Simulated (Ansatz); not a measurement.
The starting structures come from a database of crystals and need not be the phases stable at ambient conditions.

Tunnelling through a barrier is set by its complex band structure: the current falls as exp(−2κd) with the smallest κ.

Data:

```yaml
crystal:
  lattice:
    - [3.94262, 0.00000, 0.00000]
    - [0.00000, 5.44451, 0.00000]
    - [0.00000, 0.00000, 5.44451]
  atoms:
    - { symbol: Li, position: [0.50000, 0.00000, 0.50000] }
    - { symbol: Li, position: [0.50000, 0.50000, 0.00000] }
    - { symbol: Ta, position: [0.00000, 0.00000, 0.00000] }
    - { symbol: Ta, position: [0.00000, 0.50000, 0.50000] }
    - { symbol: O, position: [0.50000, 0.00000, 0.00000] }
    - { symbol: O, position: [0.50000, 0.50000, 0.50000] }
    - { symbol: O, position: [0.00000, 0.18387, 0.68387] }
    - { symbol: O, position: [0.00000, 0.81613, 0.31613] }
    - { symbol: O, position: [0.00000, 0.68387, 0.81613] }
    - { symbol: O, position: [0.00000, 0.31613, 0.18387] }
```

Space group of this cell: P4/mbm. The cell is taken as given; by PBEsol its mean pressure is -5.0 GPa.

Transport runs along the normal of the first two printed cell vectors, the (100) plane of the conventional cell.

The gap is the functional's own. No spin-orbit coupling. Mid-gap values are interpolated on the energy grid.

Question: Give the band gap and the smallest decay constant κ at mid-gap that PBEsol (Ansatz, a quantum-chemistry and plane-wave program) yields.

Answer: Gap 2.35 eV on a 8×6×6 mesh; κ = 0.238 1/Å, at the zone centre.
